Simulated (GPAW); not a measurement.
GPAW is run on BiTe3 (R3m, 4 atoms in the cell), and the run fails. The aim is a self-consistent single point with DFT LDA (Perdew-Wang 92), plane waves, GPAW PAW datasets LDA (gpaw-data 1.0.1).

Cell that was meant: a = 8.6580 Å, b = 8.6580 Å, c = 8.6580 Å, α = 28.87°, β = 28.87°, γ = 28.87°.

Part of the input:

```python

calc = GPAW(mode={'name': 'pw', 'ecut': 550},
            xc='LDA',
            setups={'Te': 'pv'},
            kpts=(9, 9, 9),
            occupations={'name': 'methfessel-paxton', 'width': 0.1, 'order': 1},
            nbands=-12,
```

The program printed (abridged):

```
Input parameters:
  convergence: {forces: 0.001}
  kpts: [9 9 9]
  maxiter: 120
  mode: {ecut: 550,
         name: pw}
  nbands: -12
  occupations: {name: methfessel-paxton,
                order: 1,
                width: 0.1}
  setups: {Te: pv}
  symmetry: {symmorphic: False,
             tolerance: 0.0005}

Traceback (most recent call last):
   [... frames left out ...]
FileNotFoundError: Could not find required PAW dataset file "Te.pv.LDA".

You need to set the GPAW_SETUP_PATH environment variable to point to
the directories where PAW dataset and basis files are stored.  See
https://gpaw.readthedocs.io/install.html#install-paw-datasets
for details.
```

Problem. From the messages shown, name the fault and mend the input.

Solution. The fault is a potential or basis that cannot be found. The input names a file or set that is not where the program looks, or that does not exist under that name. To fix it, correct the name or place the file. The program stopped before any SCF iteration.

The sound input it was made from differs as follows (other fixes are possible):
```diff
-            setups={'Te': 'pv'},
```

With that input, the run converged in 23 iterations: free energy E − TS (from the program's reference atoms) -16.7709 eV; Fermi level (on the code's own zero) 5.69 eV; pressure -3.89 GPa; largest force (vector length) 0.109 eV/Å (DFT LDA (Perdew-Wang 92), plane waves, GPAW PAW datasets LDA (gpaw-data 1.0.1)).

On the sound input: the starting cell comes from a database of computed structures (which also holds hypothetical and non-ambient phases and stackings), without a prior relaxation at this level. Spin-orbit coupling is off. With a pressure of about -4 GPa the cell is away from its equilibrium volume at this level.
